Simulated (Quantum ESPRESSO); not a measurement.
A working Quantum ESPRESSO input for Ba2Mg3F10 (C2/m, 30 atoms in the cell) (DFT, PBEsol, plane waves, GBRV 1.5 ultrasoft (PBESOL) pseudopotentials):

```fortran
&CONTROL
    calculation = 'scf'
    outdir = './tmp'
    pseudo_dir = './'
    tprnfor = .true.
    tstress = .true.
/
&SYSTEM
    ibrav = 0
    nat = 30
    ntyp = 3
    ecutwfc = 40
    ecutrho = 200
    occupations = 'fixed'
    nbnd = 126
/
&ELECTRONS
    conv_thr = 1.0d-9
/
ATOMIC_SPECIES
Ba   137.3270  ba_pbesol_v1.uspp.F.UPF
Mg    24.3050  mg_pbesol_v1.4.uspp.F.UPF
F     18.9984  f_pbesol_v1.4.uspp.F.UPF
ATOMIC_POSITIONS {angstrom}
Ba   12.6124412158    0.0000000000    2.3181253768
Ba    3.2926727842    0.0000000000    5.0583316232
Ba    9.4509050866    0.0000000000    5.3115653920
Ba    6.4542089134    0.0000000000    2.0648916080
Mg   15.8661623814    0.0000000000    4.0250375266
Mg    0.0389516186    0.0000000000    3.3514194734
Mg   12.6053408363    0.0000000000    7.2659576741
Mg    3.2997731637    0.0000000000    0.1104993259
Mg    9.4491190000    1.4974776235    0.0000000000
Mg    9.4491190000   -1.4974776235    0.0000000000
F     4.4458984800    1.5046364924    7.1931520435
F    11.4592155200   -1.5046364924    0.1833049565
F    11.4592155200    1.5046364924    0.1833049565
F     4.4458984800   -1.5046364924    7.1931520435
F     5.0761726165    1.5930909904    3.8821555545
F    10.8289413835   -1.5930909904    3.4943014455
F    10.8289413835    1.5930909904    3.4943014455
F     5.0761726165   -1.5930909904    3.8821555545
F    16.0301643797    0.0000000000    6.0324665346
F    -0.1250503797    0.0000000000    1.3439904654
F    15.6055234119    0.0000000000    1.8957494490
F     0.2995905881    0.0000000000    5.4807075510
F    12.2805048383    0.0000000000    5.3144422102
F     3.6246091617    0.0000000000    2.0620147898
F     6.6649044145    0.0000000000    6.0479570943
F     9.2402095855    0.0000000000    1.3284999057
F     7.9525570000    1.7066015294    3.6882285000
F     7.9525570000   -1.7066015294    3.6882285000
F     4.7245595000    1.5167095000    0.0000000000
F     4.7245595000   -1.5167095000    0.0000000000
K_POINTS {automatic}
3 3 2  0 0 0
CELL_PARAMETERS {angstrom}
   9.4491190000    -3.0334190000     0.0000000000
   9.4491190000     3.0334190000     0.0000000000
  -2.9931240000     0.0000000000     7.3764570000
```

The run converged in 12 iterations: free energy E − TS -27300.6600 eV; top of the valence band (on the code's own zero) 3.15 eV; gap on the k-point mesh 6.62 eV; pressure -5.12 GPa; largest force (vector length) 0.340 eV/Å. Each of these slips is then made, one at a time:

(1)
```diff
-    ecutrho = 200
+    ecutrho = 40
```

(2)
```diff
-CELL_PARAMETERS {angstrom}
-   9.4491190000    -3.0334190000     0.0000000000
-   9.4491190000     3.0334190000     0.0000000000
-  -2.9931240000     0.0000000000     7.3764570000
```

**Question.** Predict the outcome of each change.

**Answer.** 
(1) A density cutoff or grid that is too coarse. The program stopped before any SCF iteration.
```
Error in routine set_cutoff (1):
ecutrho <= ecutwfc?!?
```

(2) No cell vectors for a free lattice. The program stopped before any SCF iteration.
```
Error in routine cell_base_init (1):
ibrav=0: must read cell parameters
```

The starting cell comes from a database of computed structures (which also holds hypothetical and non-ambient phases and stackings), without a prior relaxation at this level. Its lattice was rescaled by a random factor within 2.5 % of one. In the base run, with a pressure of about -5 GPa the cell is away from its equilibrium volume at this level.

Left out of this page: 3 runs of the series outside the window shown, repeating another row's setting, or not comparable.
